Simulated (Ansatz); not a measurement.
The starting structures come from a database of crystals and need not be the phases stable at ambient conditions.

The decay constant κ of evanescent states in the gap governs leakage through a thin film.

Consider the following.

```
CELL_PARAMETERS angstrom
      6.84992     0.00000     0.00000
      0.00000     7.76654     0.00000
      0.00000     0.00000     6.70334
ATOMIC_POSITIONS crystal
  K  0.19876 0.50000 0.75000
  K  0.80124 0.50000 0.25000
  K  0.80124 0.00000 0.25000
  K  0.19876 0.00000 0.75000
  C  0.76831 0.75000 0.71278
  C  0.23169 0.25000 0.28722
  C  0.76831 0.25000 0.78722
  C  0.23169 0.75000 0.21278
  S  0.60482 0.75000 0.88967
  S  0.39518 0.25000 0.11033
  S  0.60482 0.25000 0.61033
  S  0.39518 0.75000 0.38967
  N  0.11171 0.75000 0.08376
  N  0.88829 0.25000 0.91624
  N  0.11171 0.25000 0.41624
  N  0.88829 0.75000 0.58376
```

Space group of this cell: Pbcm. The cell is taken as given; by r2SCAN its mean pressure is -1.7 GPa.

Transport runs along the normal of the first two printed cell vectors.

The gap is the functional's own, uncorrected, and κ follows it; spin-orbit coupling is left out. Mid-gap values are interpolated between the computed energies.

Q: Compute, with r2SCAN in Ansatz (a first-principles code), the band gap and the smallest decay constant κ at mid-gap.

A: Gap 4.53 eV on a 6×4×6 mesh; κ = 0.464 1/Å, at (0.500, 0.000) of the in-plane reciprocal vectors. At the zone centre, at the nearest computed energy, the slowest state has κ = 0.55 1/Å.
